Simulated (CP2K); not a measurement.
A self-consistent single point of As (R-3m, 2 atoms in the cell) with CP2K.

Computed with LDA (Pade form), GPW, DZVP-MOLOPT-SR-GTH basis, GTH-PADE potentials (GTH_POTENTIALS) run with CP2K 2026.2.

```
As
1.0
    4.29205     0.00000     0.00000
    2.64963     3.37656     0.00000
    2.64963     1.28883     3.12091
As
2
Direct
  0.22443   0.22443   0.22443
  0.77557   0.77557   0.77557
```

Reference input (self-consistent single point, DFT PBE, GPW, DZVP-MOLOPT-SR-GTH basis, GTH-PBE potentials (GTH_POTENTIALS)): CUTOFF = 400 Ry; REL_CUTOFF = 40 Ry; SMEAR/METHOD = FERMI_DIRAC; ELECTRONIC_TEMPERATURE = 1160.45 K; KPOINTS/SCHEME = MONKHORST-PACK 11 11 11; XC_FUNCTIONAL = PBE; As/BASIS_SET = DZVP-MOLOPT-SR-GTH; As/POTENTIAL = GTH-PBE-q5; METHOD = GPW; EPS_DEFAULT = 1e-10; NGRIDS = 4; SCF_GUESS = ATOMIC. This run's input differs from it in these lines:

```diff
@@ -42,3 +42,3 @@
     &XC
-      &XC_FUNCTIONAL PBE
+      &XC_FUNCTIONAL PADE
       &END XC_FUNCTIONAL
@@ -72,3 +72,3 @@
       BASIS_SET DZVP-MOLOPT-SR-GTH
-      POTENTIAL GTH-PBE-q5
+      POTENTIAL GTH-PADE-q5
     &END KIND
```

Output, abridged:

```
 SCF WAVEFUNCTION OPTIMIZATION

  Step     Update method      Time    Convergence         Total energy    Change
     1 NoMix/Diag. 0.20E+00      -     0.39303738       -12.7843210927 -1.28E+01
     2 Broy./Diag. 0.20E+00      -     0.00288133       -12.7598132043  2.45E-02
     3 Broy./Diag. 0.20E+00      -     0.01016957       -12.7364282453  2.34E-02
     4 Broy./Diag. 0.20E+00      -     0.00114635       -12.7433318342 -6.90E-03
     5 Broy./Diag. 0.20E+00      -     0.00112250       -12.7411733202  2.16E-03
     6 Broy./Diag. 0.20E+00      -     0.00009264       -12.7408839457  2.89E-04
     7 Broy./Diag. 0.20E+00      -     0.00005987       -12.7400117146  8.72E-04
     8 Broy./Diag. 0.20E+00      -     0.00000322       -12.7398827322  1.29E-04
     9 Broy./Diag. 0.20E+00      -     0.00000422       -12.7399140141 -3.13E-05
    10 Broy./Diag. 0.20E+00      -     0.00000002       -12.7399224345 -8.42E-06
  *** SCF run converged in    10 steps ***

  Overlap energy of the core charge distribution:               0.00000000150044
  Self energy of the core charge distribution:                -27.12449920902674
  Core Hamiltonian energy:                                      5.92002814597737
  Hartree energy:                                              11.58739985154606
  Exchange-correlation energy:                                 -3.12252704956792
  Electronic entropic energy:                                  -0.00032417498351
  Fermi energy:                                                 0.19727179386961

  Total energy:                                               -12.73992243454440
  Total energy (extrapolated to T->0):                        -12.73976034705265

                     Mulliken Population Analysis

   [... lines left out ...]

 STRESS| Analytical stress tensor [bar]
 STRESS|                        x                   y                   z
 STRESS|      x       -3.04455727271E+04  -2.62972514546E+03  -1.75917871363E+03
 STRESS|      y       -2.62972514546E+03  -2.63186639349E+04  -8.55828964663E+02
 STRESS|      z       -1.75917871363E+03  -8.55828964663E+02  -2.56116741614E+04
 STRESS| 1/3 Trace                                            -2.74586369411E+04
```

The run converged in 10 iterations. Against the reference run the pressure goes from 2.38 to -2.75 GPa and the largest force goes from 0.407 to 0.173 eV/Å.

The starting cell comes from a database of computed structures (which also holds hypothetical and non-ambient phases and stackings), without a prior relaxation at this level. Values carry the incompleteness of an atom-centred basis.

Cost on one core of a shared machine: roughly 30 s.
